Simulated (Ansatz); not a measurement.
We consider MgO (P3m1, No. 156, 12 atoms in the cell; start mp-775808; a measured phase of this formula has another space group), described by r²SCAN+rVV10 (PAW; Ansatz, an electronic-structure program).

Run with plane-wave cutoff 560 eV, 12×12×4 k mesh (along the axes of the cell as run), Fermi–Dirac smearing 0.01 eV, scalar-relativistic PAW data made under PBE.

Cell (relaxed at this level):

```
MgO
1.0
    2.81501    -1.62523     0.00045
    2.81501     1.62523     0.00045
   -0.00247     0.00000    15.44432
Mg O
6 6
Direct
  0.33334   0.33334   0.64809
  0.33336   0.33336   0.97929
  0.00002   0.00002   0.81368
  0.00000   0.00000   0.48189
  0.00004   0.00004   0.14749
  0.66669   0.66669   0.31368
  0.33335   0.33335   0.85170
  0.33334   0.33334   0.52046
  0.00003   0.00003   0.01858
  0.00001   0.00001   0.68610
  0.00002   0.00002   0.35298
  0.66670   0.66670   0.18606
```

Task: Estimate the band gap that the calculation returns.

Result: 
- band gap: 4.25 eV (direct)

Computed values are for the static lattice.

A start named mp-… is a Materials Project structure, which need not be a measured phase.
